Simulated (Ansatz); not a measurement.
Consider Y in the hcp (Mg type) structure (space group P6_3/mmc, No. 194; a = 3.594 Å, c = 5.610 Å; relaxed with 0.1 eV smearing). Axes: x lies along a and z along c of the hexagonal cell.

Computed with PBEsol/PAW in Ansatz (an electronic-structure program), without spin-orbit coupling.

Before the change:

The band gap comes out as zero.

Modification: compressive biaxial strain of 1.00 % in the plane normal to [001], as in epitaxy on a mismatched substrate; the out-of-plane cell vector and the atoms relax.

**Question.** Estimate the effect on the in-plane stress, out-of-plane strain and band gap.

**Answer.** The mean in-plane stress (compression positive) comes out as +0.9 GPa; the out-of-plane strain comes out as +0.57 %; the band gap stays zero.

No phonon test of stability was made. The final runs are not spin-polarised.
